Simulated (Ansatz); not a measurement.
CsCl-type AuZn (cubic form, which distorts at low temperature) was calculated with LDA in Ansatz (PAW).

Numerical settings: plane-wave cutoff 520 eV, 16×16×16 k mesh, Fermi–Dirac smearing 0.1 eV, perturbation theory, force constants from a 4×4×4 q mesh, scalar-relativistic PAW data made under PBE.

Computed at the level's own relaxed cell.

```
AuZn
1.0
    3.09576     0.00000     0.00000
    0.00000     3.09576     0.00000
    0.00000     0.00000     3.09576
Zn Au
1 1
Direct
  0.50000   0.50000   0.50000
  0.00000   0.00000   0.00000
```

Harmonic phonon frequencies (cm⁻¹; i marks an imaginary mode):

| q point | frequencies |
|---|---|
| Γ | ___ |
| R | 89 89 89 152 152 152 |

Question: Some entries are withheld; supply them.

Answer: 
- Γ, frequencies: 0 0 0 148 148 148

No imaginary mode appears at these points.

Note: symmetry holds this phase in the static calculation, where it need not be a minimum.

Ansatz is a first-principles code.
